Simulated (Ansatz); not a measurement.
**Effect of Cl on a Pb site (antisite), symmetric start on CsPbCl3**

Consider a 15-atom supercell of CsPbCl₃ in the cubic perovskite structure (space group Pm-3m, No. 221; a = 5.619 Å) at its relaxed geometry.

It is then changed as follows: a neutral Cl on a Pb site (antisite), symmetric start, atoms relaxed at fixed cell.

The values are results of Ansatz (a quantum-chemistry and plane-wave program), PBEsol, PAW, cutoff 420 eV, no spin-orbit coupling, not measurements. Γ-centred 3×4×4 mesh, Fermi–Dirac width 0.01 eV.

```csv
quantity,base,changed,shift
pressure,0.0 GPa,-1.1 GPa,-1.1 GPa
largest displacement of a host atom from its site in the perfect cell,–,0.27 Å,–
mean distance from the defect site to its nearest host atoms,2.81 Å,3.04 Å,+0.23 Å
```

Final structure:

```yaml
crystal:
  lattice:
    - [5.61875, -5.61875, -5.61875]
    - [0.00000, 5.61875, -5.61875]
    - [5.61875, 0.00000, 5.61875]
  atoms:
    - { symbol: Cs, position: [0.97246, 0.00000, 0.00000] }
    - { symbol: Cs, position: [0.69421, 0.66667, 0.33333] }
    - { symbol: Cs, position: [0.33333, 0.33333, 0.66667] }
    - { symbol: Cl, position: [0.83333, 0.33333, 0.66667] }
    - { symbol: Pb, position: [0.50150, 0.00000, 0.00000] }
    - { symbol: Pb, position: [0.16517, 0.66667, 0.33333] }
    - { symbol: Cl, position: [0.64509, 0.15737, 0.31474] }
    - { symbol: Cl, position: [0.33333, 0.83333, 0.66667] }
    - { symbol: Cl, position: [0.02158, 0.50930, 0.01859] }
    - { symbol: Cl, position: [0.02158, 0.50930, 0.49070] }
    - { symbol: Cl, position: [0.64509, 0.15737, 0.84263] }
    - { symbol: Cl, position: [0.33333, 0.83333, 0.16667] }
    - { symbol: Cl, position: [0.02158, 0.98141, 0.49070] }
    - { symbol: Cl, position: [0.64509, 0.68526, 0.84263] }
    - { symbol: Cl, position: [0.33333, 0.33333, 0.16667] }
```

Cost of the whole job for the changed cell (relaxation, final SCF and bands): about 9 core-minutes (a rough figure).

The magnetic state is the one reached from the starting moments; the real material's order can differ, and small cells can't hold many antiferromagnetic ones. In so small a cell the defect repeats every few ångströms: this is an ordered compound, not a dilute defect. A case with no gap was solved on a k-mesh chosen for an insulator, which is coarse for it. The defect started on the symmetric site and kept its symmetry, so it may sit on a saddle. Starting moments died away, wholly or in part, for Cl on a Pb site (antisite); another magnetic solution may exist. Many cubic perovskites are stable only at high temperature; tilts and polar distortions were not tested. The defect cell is spin-polarised and ends with 0.1 μB. This is not the structure that CsPbCl3 has at room temperature and ambient pressure.
